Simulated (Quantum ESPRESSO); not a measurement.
A self-consistent single point of LiMg (P1, 6 atoms in the cell) with Quantum ESPRESSO.

Method: PBEsol, SSSP 1.1.2 efficiency (PBE) pseudopotentials (plane waves; Quantum ESPRESSO).

The change in words: atoms moved at random. Reference geometry:
```
LiMg
1.0
    5.61632    -1.57374     0.00000
    5.61632     1.57374     0.00000
   -2.15495     0.00000     7.10119
Li Mg
3 3
Cartesian
  3.76674   0.00000   1.96738
  6.77376   0.00000   2.37627
 -0.70253   0.00000   4.32050
  0.00897   0.00000   0.06299
  2.31833   0.00000   4.69303
  6.06660   0.00000   6.69983
```

Reference input (self-consistent single point, DFT, PBEsol, plane waves, SSSP 1.1.2 efficiency (PBE) pseudopotentials): ecutwfc = 40 Ry; ecutrho = 320 Ry; occupations = smearing; smearing = fermi-dirac; degauss = 0.0099958 Ry; input_dft = pbesol; potentials = {Li: li_pbe_v1.4.uspp.F.UPF, Mg: Mg.pbe-n-kjpaw_psl.0.3.0.UPF}; K_POINTS = automatic 7 7 3 0 0 0; conv_thr = 1e-10 Ry; mixing_beta = 0.5. This run's input differs from it in these lines:

```diff
@@ -27,8 +27,8 @@
 ATOMIC_POSITIONS {crystal}
-Li    0.3884900000    0.3884900000    0.2770500000
-Li    0.6672400000    0.6672400000    0.3346300000
-Li    0.0541800000    0.0541800000    0.6084200000
-Mg    0.0025000000    0.0025000000    0.0088700000
-Mg    0.3331800000    0.3331800000    0.6608800000
-Mg    0.7210900000    0.7210900000    0.9434800000
+Li    0.3785570000    0.4065030000    0.2729960000
+Li    0.6676330000    0.6505990000    0.3320620000
+Li    0.0636440000    0.0468070000    0.6094220000
+Mg    0.0132880000   -0.0085260000    0.0146900000
+Mg    0.3256780000    0.3450670000    0.6572570000
+Mg    0.7178810000    0.7262300000    0.9469020000
 K_POINTS {automatic}
```

Output, abridged:

```
     Self-consistent Calculation

     iteration #  1     ecut=    40.00 Ry     beta= 0.50

     total energy              =    -141.27142560 Ry
     estimated scf accuracy    <       0.51025938 Ry

     iteration #  2     ecut=    40.00 Ry     beta= 0.50

     total energy              =    -141.35591981 Ry
     estimated scf accuracy    <       0.39202309 Ry

     iteration #  3     ecut=    40.00 Ry     beta= 0.50

     total energy              =    -141.40524695 Ry
     estimated scf accuracy    <       0.01709397 Ry

   [... 8 blocks of this kind left out ...]

     iteration # 12     ecut=    40.00 Ry     beta= 0.50

     total energy              =    -141.41096497 Ry
     estimated scf accuracy    <          1.3E-10 Ry

     iteration # 13     ecut=    40.00 Ry     beta= 0.50
     c_bands:  1 eigenvalues not converged
     c_bands:  2 eigenvalues not converged
     c_bands:  3 eigenvalues not converged
     c_bands:  5 eigenvalues not converged
     c_bands:  3 eigenvalues not converged
   [... 13 lines left out ...]
     c_bands:  3 eigenvalues not converged
     c_bands:  2 eigenvalues not converged
     c_bands:  5 eigenvalues not converged
     c_bands:  3 eigenvalues not converged
     End of self-consistent calculation

     the Fermi energy is     2.3589 ev

!    total energy              =    -141.41096497 Ry
     estimated scf accuracy    <          5.0E-11 Ry
     smearing contrib. (-TS)   =      -0.01190242 Ry
     internal energy E=F+TS    =    -141.39906255 Ry

     convergence has been achieved in  13 iterations

     Forces acting on atoms (cartesian axes, Ry/au):

     atom    1 type  1   force =    -0.00647074   -0.00234930    0.00164139
     atom    2 type  1   force =     0.00833841    0.00062912    0.00457200
     atom    3 type  1   force =    -0.00076557    0.00174416    0.00066580
     atom    4 type  2   force =     0.00131185    0.00306132   -0.00588793
     atom    5 type  2   force =    -0.00159361   -0.00266778    0.00465614
     atom    6 type  2   force =    -0.00082033   -0.00041752   -0.00564740

     Total force =     0.015963     Total SCF correction =     0.000006

          total   stress  (Ry/bohr**3)                   (kbar)     P=        1.26
   0.00004470  -0.00000334   0.00000905            6.58       -0.49        1.33
  -0.00000334  -0.00001306  -0.00000796           -0.49       -1.92       -1.17
   0.00000905  -0.00000796  -0.00000593            1.33       -1.17       -0.87

   JOB DONE.
```

The run converged in 13 iterations. Against the reference run the free energy rises by 4.9 meV/atom, the pressure stays at 0.13 GPa and the largest force goes from 0.086 to 0.245 eV/Å. The full log also holds: “c_bands:  1 eigenvalues not converged”. The full log also holds: “c_bands:  5 eigenvalues not converged”.

The starting cell comes from a database of computed structures (which also holds hypothetical and non-ambient phases and stackings), without a prior relaxation at this level. For this run, on top of that: atoms moved at random.

Cost on one core of a shared machine: roughly 2 min.
